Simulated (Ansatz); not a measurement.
```
TeS2
1.0
    3.67226     0.00000     0.00000
   -1.83613     3.18027     0.00000
    0.00000     0.00000    12.31360
Te S
2 4
Direct
  0.33333   0.66667   0.25000
  0.66667   0.33333   0.75000
  0.33333   0.66667   0.61179
  0.66667   0.33333   0.11179
  0.66667   0.33333   0.38821
  0.33333   0.66667   0.88821
```

No spin polarisation.

Computed with plane-wave PAW DFT at the PBE-D3(BJ) level (Ansatz, a first-principles code, 420 eV), scalar-relativistic without spin-orbit coupling, earlier PAW set. Settings: 10×10×3 k-points, 0.05 eV Fermi–Dirac smearing.

Problem. What is the computed band gap?

Solution. 0.29 eV.

Problem. Predict the electron mass.

Solution. 0.36 mₑ along c, 0.53 mₑ across (at K).

Problem. What is the computed gap character?

Solution. Indirect, K–Γ (53 % along) → K.

With Te present, leaving out spin-orbit coupling can change the band edges. Effective masses come from finite differences of ±0.01 Å⁻¹. Whether these cells are dynamically stable was not tested. The cell was made from MoS2 by this change: Mo → Te; the result is a hypothetical phase, not in the database extracts checked. A zero or small gap of TeS2 can be the functional's error rather than a property of the material.
